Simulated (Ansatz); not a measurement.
**ScAs in the zinc blende structure (space group F-43m, No. 216; a hypothetical phase, not in the database extracts checked)**

```cif
data_As4Sc4
_chemical_formula_sum 'As4 Sc4'
_space_group_name_H-M_alt 'F-43m'
_space_group_IT_number 216
_space_group_name_Hall 'F -4 2 3'
_cell_length_a 6.03905
_cell_length_b 6.03905
_cell_length_c 6.03905
_cell_angle_alpha 90.000
_cell_angle_beta 90.000
_cell_angle_gamma 90.000
loop_
_atom_site_label
_atom_site_type_symbol
_atom_site_symmetry_multiplicity
_atom_site_Wyckoff_symbol
_atom_site_fract_x
_atom_site_fract_y
_atom_site_fract_z
_atom_site_occupancy
As1 As 4 c 0.25000 0.25000 0.25000 1
Sc1 Sc 4 a 0.00000 0.00000 0.00000 1
```
(The calculation used a cell of 2 atoms; values per cell refer to that cell.)

Method: Ansatz (a first-principles code) PBEsol, spin-orbit coupling left out. Γ-centred 10×10×10 mesh, Fermi–Dirac width 0.05 eV.

```json
{
  "volume_per_atom": "27.53 Å³",
  "density": "3.62 g/cm³",
  "band_gap": "1.48 eV, direct at X",
  "electron_mass": "1.9 mₑ along k, 2.9 mₑ across",
  "Hole mass (degenerate bands, along [100])": "0.52, 2.1 mₑ",
  "Lowest conduction-band minima above the VBM": "X along ⟨100⟩ 1.48 eV; a point along ⟨110⟩, about 0.6 Å⁻¹ from Γ 2.47 eV; a point along ⟨111⟩, about 0.4 Å⁻¹ from Γ 2.69 eV",
  "total_energy": "-3463.017 eV/atom (σ→0; compares only within this code and set-up)"
}
```

Masses are band curvatures over ±0.01 Å⁻¹ around the edge. Along k means along the line from Γ to the band edge. Whether these cells are dynamically stable was not tested. The final runs are not spin-polarised.
